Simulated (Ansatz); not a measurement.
The structure below was relaxed with r2SCAN (Ansatz, a quantum-chemistry and plane-wave program, PAW, without spin-orbit coupling), at pressure 3 GPa.

```
PbS
1.0
    0.00000     2.94107     2.94107
    2.94107     0.00000     2.94107
    2.94107     2.94107     0.00000
S Pb
1 1
Direct
  0.00000   0.00000   0.00000
  0.50000   0.50000   0.50000
```

Question: Find the space group and the Wyckoff positions.

Answer: Space group Fm-3m (No. 225); a = 5.882 Å, b = 5.882 Å, c = 5.882 Å, α = 90.00°, β = 90.00°, γ = 90.00°

```tsv
atom	site	symmetry	x	y	z
S	4a	m-3m	0.0000	0.0000	0.0000
Pb	4b	m-3m	0.5000	0.5000	0.5000
```

Question: Describe the coordination.

Answer: The crystal has 8 atoms in its conventional cell. Lattice parameters: a = 5.8821 Å, b = 5.8821 Å, c = 5.8821 Å, α = 90.00°, β = 90.00°, γ = 90.00°. S sees 6 Pb at 2.941 Å (octahedral). Pb is coordinated by 6 S at 2.941 Å (octahedral). (Neighbours: up to the widest gap in distance over summed covalent radii, below 1.35, at either atom; cation-cation and far metal-metal contacts left out.)

With Pb present, leaving out spin-orbit coupling can change the band edges. Load acts through the strain it causes; cell and atoms are relaxed under it. Stability against distortions was not tested. The cell was made from PbS in the rock salt structure (space group Fm-3m, No. 225) by this change: pressure 3 GPa.
